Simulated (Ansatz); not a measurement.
A computed series for ScAl2: element substitutions

Consider ScAl2 in the cubic Laves (MgCu2 type) structure (space group Fd-3m, No. 227; a cell from a computed database, its experimental status unchecked).

```
CELL_PARAMETERS angstrom
      0.00000     3.77852     3.77852
      3.77852     0.00000     3.77852
      3.77852     3.77852     0.00000
ATOMIC_POSITIONS crystal
  Sc 0.00000 0.00000 0.00000
  Sc 0.25000 0.25000 0.25000
  Al 0.62500 0.62500 0.62500
  Al 0.12500 0.62500 0.62500
  Al 0.62500 0.62500 0.12500
  Al 0.62500 0.12500 0.62500
```

Each row replaces one element on all its sites; cell and atoms are relaxed.

Computed with r2SCAN (Ansatz, a quantum-chemistry and plane-wave program; PAW; 500 eV plane waves; no spin-orbit coupling).

```
change   shortest interatomic distance     density
-------  -----------------------------  ----------
base                        5.049 bohr  3.04 g/cm³
Sc → Tl                     5.361 bohr  6.64 g/cm³
Al → Be                     4.518 bohr  2.71 g/cm³
Al → Tl                     5.706 bohr  9.68 g/cm³
```

No phonon test of stability was made. As relaxed here, Al2Tl, ScBe2 and ScTl2 are hypothetical phases, not in the database extracts checked. The final runs are not spin-polarised. ScAl2 and ScTl2 have a high density of states at the Fermi level and may be magnetic at this level.
